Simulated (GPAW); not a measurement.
A self-consistent single point of Rh (Fm-3m, 1 atom in the cell) with GPAW.

Method of the run: PBE, GPAW PAW datasets PBE (gpaw-data 1.0.1) (plane waves; GPAW).

```xyz
1
Lattice="0.0000 1.9095 1.9095 1.9095 0.0000 1.9095 1.9095 1.9095 0.0000" Properties=species:S:1:pos:R:3 pbc="T T T"
Rh     0.0000     0.0000     0.0000
```

Reference input (self-consistent single point, DFT PBE, plane waves, GPAW PAW datasets PBE (gpaw-data 1.0.1)): mode = pw; ecut = 550 eV; xc = PBE; kpts = 13 13 13; mesh shift (steps) = 0 0 0; occupations.name = fermi-dirac; occupations.width = 0.1 eV; nbands = -5; convergence.forces = 0.001 eV/Å; symmetry.symmorphic = false; symmetry.tolerance = 0.0005; maxiter = 100. This run's input differs from it in these lines:

```diff
@@ -13,4 +13,4 @@
             xc='PBE',
-            kpts=(13, 13, 13),
-            occupations=FermiDirac(0.1),
+            kpts={'size': (16, 16, 16), 'gamma': True},
+            occupations=FermiDirac(0.3),
             nbands=-5,
```

The program printed (abridged):

```
     iter     time        total  log10-change:
                         energy   eigst   dens  force
iter:   1 --:--:--    -7.896304
iter:   2 --:--:--    -7.786213   -1.70  -1.36
iter:   3 --:--:--    -7.431728   -1.17  -1.40
iter:   4 --:--:--    -7.341879   -2.73  -1.76
iter:   5 --:--:--    -7.327264   -2.21  -2.11
iter:   6 --:--:--    -7.319773   -3.60  -2.49
iter:   7 --:--:--    -7.319380   -4.61  -2.95
iter:   8 --:--:--    -7.318626c  -4.13  -3.09
iter:   9 --:--:--    -7.318745c  -4.81  -3.16
iter:  10 --:--:--    -7.318708c  -6.41  -3.92
iter:  11 --:--:--    -7.318764c  -5.90  -3.86
iter:  12 --:--:--    -7.318719c  -6.44  -4.12c
iter:  13 --:--:--    -7.318727c  -7.67c -5.03c
iter:  14 --:--:--    -7.318723c  -8.23c -5.01c -28.57c
Converged after 14 iterations.

Dipole moment: (-0.000000, 0.000000, 0.000000) |e|*Ang

Energy contributions relative to reference atoms: (reference = -130134.647000)

Kinetic:         -2.142769
Potential:       -0.119509
External:        +0.000000
XC:              -4.788009
Entropy (-ST):   -0.403747
Local:           -0.066563
SIC:             +0.000000
--------------------------
Free energy:     -7.520596
Extrapolated:    -7.318723

Showing only first 2 kpts
 Kpt  Band  Eigenvalues  Occupancy
  0     5      8.61587    1.99990
  0     6      8.61587    1.99990
  0     7     10.64540    1.91602
  0     8     10.64540    1.91602

  1     5      8.72117    1.99986
  1     6      8.72117    1.99986
  1     7     10.50077    1.94730
  1     8     10.69693    1.90106

Fermi level: 11.58363

No gap
No difference between direct/indirect transitions
Energy (eV): -7.318723

Forces in eV/Ang:
  0 Rh    0.00000    0.00000    0.00000

Stress tensor:
    -0.049607     0.000000     0.000000
     0.000000    -0.049607    -0.000000
     0.000000    -0.000000    -0.049607
Stress (GPa, Voigt): [-7.948 -7.948 -7.948 -0.     0.     0.   ]
```

The run converged in 14 iterations. GPAW prints stress with tension positive. Against the reference run the free energy falls by 181 meV/atom and the pressure goes from 4.54 to 7.95 GPa.

The starting cell has typed, rounded lattice constants, without a prior relaxation at this level. Its lattice was rescaled by up to half a per cent. Spin polarisation is off. With a pressure of about 8 GPa the cell is away from its equilibrium volume at this level.
